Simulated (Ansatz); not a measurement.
The parent structure is MgSe in the rock salt structure (space group Fm-3m, No. 225).

```yaml
crystal:
  lattice:
    - [0.00000, 2.75402, 2.75402]
    - [2.75402, 0.00000, 2.75402]
    - [2.75402, 2.75402, 0.00000]
  atoms:
    - { symbol: Mg, position: [0.00000, 0.00000, 0.00000] }
    - { symbol: Se, position: [0.50000, 0.50000, 0.50000] }
```

Level of theory: PBE (Ansatz, a quantum-chemistry and plane-wave program), no SOC.

Before the change:

- Valley order = X along ⟨100⟩ 1.77 eV; Γ 2.40 eV
- Width of the top valence band = 2.46 eV
- Pressure = 0.01 GPa

Perturbation: every lattice vector is shortened by 1.00 %; the atoms relax in the strained cell.

Q: What happens to the valley order, mean gap deformation potential ΔEg/Δln V, width of the top valence band and pressure?

A: The valley order (the lowest conduction-band minima on the path, energy above the VBM, named in the base's zone) changes from X along ⟨100⟩ 1.77 eV; Γ 2.40 eV to X along ⟨100⟩ 1.82 eV; Γ 2.60 eV; the mean gap deformation potential ΔEg/Δln V comes out as -1.7 eV; the width of the top valence band grows by 0.088 eV (2.46 eV → 2.54 eV); the pressure goes up by 1.946 GPa, from 0.01 GPa to 1.95 GPa.

Whether these cells are dynamically stable was not tested.
